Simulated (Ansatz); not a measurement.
System: AlB2-type HfB2. Method: PBE (plane waves, PAW; Ansatz, a first-principles code).

Settings: plane-wave cutoff 520 eV, 24×24×16 k mesh (along the axes of the cell as run), Fermi–Dirac smearing 0.05 eV, scalar-relativistic PAW data made under PBE.

Cell (relaxed at this level):

```cif
data_B2Hf
_chemical_formula_sum 'Hf1 B2'
_space_group_name_H-M_alt 'P6/mmm'
_space_group_IT_number 191
_space_group_name_Hall '-P 6 2'
_cell_length_a 3.14546
_cell_length_b 3.14546
_cell_length_c 3.48647
_cell_angle_alpha 90.000
_cell_angle_beta 90.000
_cell_angle_gamma 120.000
loop_
_atom_site_label
_atom_site_type_symbol
_atom_site_symmetry_multiplicity
_atom_site_Wyckoff_symbol
_atom_site_fract_x
_atom_site_fract_y
_atom_site_fract_z
_atom_site_occupancy
Hf1 Hf 1 a 0.00000 0.00000 0.00000 1
B1 B 2 d 0.33333 0.66667 0.50000 1
```

Q: Estimate the bulk modulus B0 and pressure derivative B′ of the bulk modulus that the calculation returns.

A: 
- bulk modulus B0 = 248 GPa
- pressure derivative B′ of the bulk modulus = 3.9

The run finds no gap.

Measured, for comparison: bulk modulus 282 GPa (room temperature, not corrected to a static lattice, hydrostatic curve from radial diffraction; as tabulated in Experimental and computational studies of compression and deformation behavior …). Computed (rounded) less measured: bulk modulus -12 %.

Note: the bulk modulus comes from volumes at which shape and atoms were relaxed.

Spin–orbit coupling is not included.

Static lattice: no zero-point or thermal effects.
